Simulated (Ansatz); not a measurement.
Input and output of a self-consistent single point for a (001) slab of KCaF3 (cut from a parent of space group no. 221; 10 atoms in the cell) (Ansatz, an electronic-structure program).

Computed with PBEsol, default PAW files made with PBE (plane waves; Ansatz).

The change in words: vacuum of 30 angstrom (first run: 14 Å). Reference geometry:
```xyz
10
Lattice="4.4683 0.0000 0.0000 0.0000 4.4683 0.0000 0.0000 0.0000 20.7024" Properties=species:S:1:pos:R:3 pbc="T T T"
K      2.2341     2.2341     7.0000
Ca     0.0000     0.0000     9.2341
F      0.0000     2.2341     9.2341
F      2.2341     0.0000     9.2341
F      0.0000     0.0000     7.0000
K      2.2341     2.2341    11.4682
Ca     0.0000     0.0000    13.7024
F      0.0000     2.2341    13.7024
F      2.2341     0.0000    13.7024
F      0.0000     0.0000    11.4682
```

Reference input (self-consistent single point, DFT, PBEsol, plane waves, default PAW files made with PBE): basis.ecutwfc = 420 eV; kpoints.mp_grid.grid = 5 5 1; hamiltonian.xc = pbesol; hamiltonian.pseudopotentials = {kind: paw} (the program's default PAW files); scf.occupations.method = fermi_dirac; scf.occupations.width = 0.05 eV. This run's input differs from it in these lines:

Ansatz 0.2 input:
```diff
@@ -4,14 +4,14 @@
     - [0.00000000, 4.46828500, 0.00000000]
-    - [0.00000000, 0.00000000, 20.70240600]
+    - [0.00000000, 0.00000000, 36.70240400]
   atoms:
-    - { symbol: K, position: [0.50000000, 0.50000000, 0.33812500] }
-    - { symbol: Ca, position: [0.00000000, 0.00000000, 0.44604000] }
-    - { symbol: F, position: [0.00000000, 0.50000000, 0.44604000] }
-    - { symbol: F, position: [0.50000000, 0.00000000, 0.44604000] }
-    - { symbol: F, position: [0.00000000, 0.00000000, 0.33812500] }
-    - { symbol: K, position: [0.50000000, 0.50000000, 0.55395500] }
-    - { symbol: Ca, position: [0.00000000, 0.00000000, 0.66187500] }
-    - { symbol: F, position: [0.00000000, 0.50000000, 0.66187500] }
-    - { symbol: F, position: [0.50000000, 0.00000000, 0.66187500] }
-    - { symbol: F, position: [0.00000000, 0.00000000, 0.55395500] }
+    - { symbol: K, position: [0.50000000, 0.50000000, 0.40869300] }
+    - { symbol: Ca, position: [0.00000000, 0.00000000, 0.46956300] }
+    - { symbol: F, position: [0.00000000, 0.50000000, 0.46956300] }
+    - { symbol: F, position: [0.50000000, 0.00000000, 0.46956300] }
+    - { symbol: F, position: [0.00000000, 0.00000000, 0.40869300] }
+    - { symbol: K, position: [0.50000000, 0.50000000, 0.53043400] }
+    - { symbol: Ca, position: [0.00000000, 0.00000000, 0.59130700] }
+    - { symbol: F, position: [0.00000000, 0.50000000, 0.59130700] }
+    - { symbol: F, position: [0.50000000, 0.00000000, 0.59130700] }
+    - { symbol: F, position: [0.00000000, 0.00000000, 0.53043400] }
 basis:
```

Log, with long lists cut:

```
SCF iter   1: F=—  HF=-11438.611590 eV  |F-HF|=—  |Δ(HF+E_count)|=         —  Δρ=5.02e-3  dr2=1.14e-1  ethr=1.77e-3  ⟨swp⟩=14.0  Hψ=1544  notcnv=0  defer=3
all-band conjugate gradients solve this SCF's bands
preconditioner: auto → Resta (q_TF=auto, 1.886 Å⁻¹)
SCF iter   2: F=—  HF=-11438.585600 eV  |F-HF|=—  |Δ(HF+E_count)|=   2.60e-2  Δρ=2.08e-3  dr2=1.86e-2  ethr=1.43e-4  ⟨swp⟩=2.5  Hψ=615  notcnv=0  defer=15
   [... lines left out ...]
SCF iter   4: F=—  HF=-11438.580853 eV  |F-HF|=—  |Δ(HF+E_count)|=   2.54e-4  Δρ=1.18e-4  dr2=6.26e-5  ethr=8.92e-7  ⟨swp⟩=2.0  Hψ=561  notcnv=0  defer=15
SCF iter   5: F=—  HF=-11438.581939 eV  |F-HF|=—  |Δ(HF+E_count)|=   1.09e-3  Δρ=5.96e-5  dr2=1.53e-5  ethr=7.83e-8  ⟨swp⟩=2.0  Hψ=533  notcnv=0  defer=15
SCF iter   6: F=—  HF=-11438.581940 eV  |F-HF|=—  |Δ(HF+E_count)|=   1.18e-6  Δρ=1.02e-5  dr2=4.90e-7  ethr=1.91e-8  ⟨swp⟩=2.0  Hψ=482  notcnv=0  defer=15
SCF iter   7: F=-11438.581941 eV  HF=-11438.581941 eV  |F-HF|=5.63e-8  |Δ(HF+E_count)|=   3.85e-7  Δρ=2.83e-6  dr2=3.20e-8  ethr=1.25e-10  ⟨swp⟩=26.0  Hψ=1694  notcnv=0
SCF 1 converged in 7 iterations: F = -11438.581941 eV  dr2 = 3.20e-8
Free energy (F): -11438.581941 eV
Internal energy: -11438.581941 eV  (E = F + TS)
E sigma→0 (E₀):  -11438.581941 eV
Fermi energy:    -1.762418 eV
--- Forces (eV/Å), atoms counted from 1 ---
  atom   1  K      0.00000000     0.00000000     0.55795253
  atom   2  Ca     0.00000000     0.00000000    -0.23222207
  atom   3  F      0.00000000     0.00000000    -0.01500070
  atom   4  F      0.00000000     0.00000000    -0.01500070
  atom   5  F      0.00000000     0.00000000    -0.11083921
  atom   6  K     -0.00000000     0.00000000     0.10961949
  atom   7  Ca    -0.00000000     0.00000000    -0.49716111
  atom   8  F      0.00000000     0.00000000    -0.05560226
  atom   9  F     -0.00000000     0.00000000    -0.05560226
  atom  10  F      0.00000000     0.00000000     0.31376033
--- Stress (GPa, compression-positive) ---
       -0.901314       0.000000       0.000000
        0.000000      -0.901314       0.000000
        0.000000       0.000000      -0.606816
  P = ⅓ Tr σ = -0.8031 GPa (-8.031 kbar)
  The stress holds the Pulay correction. Without it, at fixed plane waves, as pw.x and ABINIT print it: P = -0.9079 GPa
```

The run converged in 7 iterations. Against the reference run the free energy is nearly the same (within 1 meV/atom), the largest force goes from 0.541 to 0.558 eV/Å and the gap on the mesh goes from 5.176 to 5.084 eV.

The starting cell comes from a database of computed structures (which also holds hypothetical and non-ambient phases and stackings), without a prior relaxation at this level. The slab is cut from that crystal, and its faces are unrelaxed. Its lattice was rescaled by up to half a per cent. Spin polarisation is off, though cut faces can carry moments; a gap of a slab can lie between surface states. The two faces of this cut differ, and no dipole correction was used.

Cost on one core of a shared machine: roughly 30 s.
